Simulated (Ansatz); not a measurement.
Consider HfC in the rock salt structure (space group Fm-3m, No. 225; a = 4.6071 Å; relaxed with 0.1 eV smearing). Axes: x, y, z lie along the cube axes.

The values are results of Ansatz (an electronic-structure program) PBEsol, spin-orbit coupling left out, not measurements.

For the base:

```
Property           Result
---------------  --------
Volume per atom  12.22 Å³
```

The change: biaxial strain −0.42 %, plane normal [111], relaxed out of plane (Cartesian); in-plane vectors clamped, the third vector and the atoms free.

Q: How does this affect the volume per atom and energy relative to the base?

A: The volume per atom falls by 0.07 Å³ to 12.15 Å³; the energy increases by 0.7 meV/atom.

Stability against distortions was not tested. All final runs are without spin polarisation.
